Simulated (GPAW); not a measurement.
Band structure of MnN (F-43m, 2 atoms in the cell).

```xyz
2
Lattice="0.0000 2.1155 2.1155 2.1155 0.0000 2.1155 2.1155 2.1155 0.0000" Properties=species:S:1:pos:R:3 pbc="T T T"
Mn     0.0000     0.0000     0.0000
N      1.0577     1.0577     1.0577
```

Method: PBEsol, GPAW PAW datasets PBEsol (made by gpaw-setup) (plane waves; GPAW).

Settings: mode = pw; ecut = 950 eV; xc = PBEsol; kpts = 9 9 9; mesh shift (steps) = 0 0 0; occupations.name = fermi-dirac; occupations.width = 0.1 eV; nbands = -6; convergence.forces = 0.001 eV/Å; symmetry.symmorphic = false; symmetry.tolerance = 0.0005; maxiter = 150; bandpath_npoints = 40.

The starting cell comes from a database of computed structures (which also holds hypothetical and non-ambient phases and stackings), without a prior relaxation at this level. Spin polarisation is off, so a magnetic state, if there is one, cannot be reached.

Levels in eV from the Fermi level, bands 7 to 14:
```
point      7      8      9     10    11    12    13    14
-----  -----  -----  -----  -----  ----  ----  ----  ----
Γ      -5.93  -5.93  -0.71  -0.71  3.44  4.66  4.66  4.66
X      -4.29  -4.29  -2.09   0.03  0.87  0.95  0.95  8.53
W      -5.28  -4.28  -2.31  -0.83  0.30  1.20  2.36  9.87
K      -4.91  -4.64  -2.19  -0.45  0.33  1.63  1.92  9.34
L      -5.40  -5.40  -0.34  -0.34  0.07  2.94  2.94  8.40
U      -4.91  -4.64  -2.19  -0.45  0.33  1.63  1.92  9.34
```

No band crosses the Fermi level by more than 0.03 eV along this path.
